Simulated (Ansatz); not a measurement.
The reference is TaN in the rock salt structure (space group Fm-3m, No. 225; relaxed with 0.1 eV smearing).

```yaml
crystal:
  lattice:
    - [0.00000, 2.18747, 2.18747]
    - [2.18747, 0.00000, 2.18747]
    - [2.18747, 2.18747, 0.00000]
  atoms:
    - { symbol: N, position: [0.00000, 0.00000, 0.00000] }
    - { symbol: Ta, position: [0.50000, 0.50000, 0.50000] }
```

Cartesian axes are those of the cell as printed.

All numbers come from PBEsol (Ansatz, an electronic-structure program, PAW, spin-orbit coupling left out), earlier PAW set.

Strains are applied to the cell and any free atomic positions relax; under biaxial strain the out-of-plane vector relaxes too.

One change was made to it. Results:

The pressure goes from zero to 31.6 GPa; the energy goes up by 70 meV/atom.

**Question.** What was done to the base?
A) isotropic strain −2.47 %
B) uniaxial strain ε_zz = +1.92 %
C) biaxial strain −4.05 %, plane normal [001], relaxed out of plane
D) uniaxial strain ε_yy = −1.22 %
E) isotropic strain −0.71 %

**Answer.** A, isotropic strain −2.47 %. For comparison, the energy relative to the base in the other runs: isotropic strain −0.71 % gives +5.4 meV/atom; biaxial strain −4.05 %, plane normal [001], relaxed out of plane gives +108 meV/atom; uniaxial strain ε_yy = −1.22 % gives +4.1 meV/atom; uniaxial strain ε_zz = +1.92 % gives +8.8 meV/atom.

Whether these cells are dynamically stable was not tested. The final runs are not spin-polarised. This is not the structure that TaN has at room temperature and ambient pressure.
